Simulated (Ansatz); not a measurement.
Polymorphs of MgCdTe2, PBEsol with spin-orbit coupling, rigid bands (Ansatz, a first-principles code); geometry: cell and atoms relaxed with PBEsol.
- R3m, primitive cell of 4: a = 7.9005 Å, b = 7.9005 Å, c = 7.9005 Å, α = 33.67°, β = 33.67°, γ = 33.67°
- P-4m2, primitive cell of 4: a = b = 4.5802 Å, c = 6.4366 Å, α = β = γ = 90.00°

| Space group | volume per atom (Å³) | band gap | electron conductivity mass | hole conductivity mass | Seebeck coefficient, n-type 1e19 cm⁻³ |
|---|---|---|---|---|---|
| R3m | 33.8 | 1.02 eV | … | 0.59 mₑ | -71 μV/K |
| P-4m2 | 33.8 | 1.16 eV | … | 0.73 mₑ | -78 μV/K |

Q: Complete the blanks.

A: 
- R3m, electron conductivity mass: 0.113 mₑ
- P-4m2, electron conductivity mass: 0.126 mₑ

Masses are for dilute carriers at 300 K, harmonic means over directions unless an axis is named. Seebeck coefficients are for the stated density at 300 K, with one relaxation time for all states and whether or not that doping can be reached.

Computed structure with no diffraction record at hand here (it may be known, metastable or hypothetical): MgCdTe2 (P-4m2), MgCdTe2 (R3m).
